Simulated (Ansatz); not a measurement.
Where the default PAW files enter, the runs use the earlier of Ansatz's two default sets.

```
CSi
1.0
    3.07351     0.00000     0.00000
   -1.53675     2.66174     0.00000
    0.00000     0.00000     4.89389
Si C
2 2
Cartesian
  0.00000   1.77449   2.44499
  1.53676   0.88725   4.89193
  0.00000   1.77449   4.28411
  1.53676   0.88725   1.83717
```

Space group of this cell: P6_3mc, wurtzite. The cell is strained (lengths along the current scaled by 0.97, ions clamped); by r2SCAN its mean pressure is 8.0 GPa.

Transport runs along the normal of the first two printed cell vectors, the (001) (indices of the unstrained crystal) plane of the conventional cell.

No gap correction and no spin-orbit coupling; mid-gap is the computed energy nearest the middle.

Problem. Estimate the band gap and the smallest decay constant κ at mid-gap that r2SCAN run with Ansatz (a quantum-chemistry and plane-wave program) returns for this system.

Solution. Gap 2.69 eV on a 12×12×6 mesh; κ = 0.259 1/Å, at the zone centre.
